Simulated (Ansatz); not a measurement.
## Effect of isotropic strain +3.00 % on SiC

Take SiC in the zinc blende structure (space group F-43m, No. 216; a = 4.380 Å) as the base.

The change: the cell is scaled by 1.0300 in all directions, atoms relaxed at fixed cell.

Calculations: PBE in Ansatz (plane waves to 420 eV, PAW, no spin-orbit coupling). Settings: 13×13×13 k-points, 0.05 eV Fermi–Dirac smearing.

The volume per atom increases by 0.974 Å³, from 10.50 Å³ to 11.48 Å³ and the space group stays F-43m (No. 216). The energy rises by 52 meV/atom and the pressure goes from zero to -15.81 GPa. The band gap increases by 0.074 eV to 1.45 eV and the gap character remains indirect, Γ → X. The mean gap deformation potential ΔEg/Δln V is +0.8 eV and the width of the top valence band shrinks by 0.332 eV, from 4.63 eV to 4.29 eV. The electron mass goes from 0.68 mₑ along k, 0.23 mₑ across (at X) to 0.71 mₑ along k, 0.24 mₑ across (at X) and the hole mass (degenerate bands, along [100]) changes from 0.36, 0.59, 0.59 mₑ (at Γ) to 0.31, 0.59, 0.59 mₑ (at Γ).

Effective masses come from finite differences of ±0.01 Å⁻¹. Along k means along the line from Γ to the band edge. Stability against distortions was not tested.

Ansatz is a program for electronic structure.
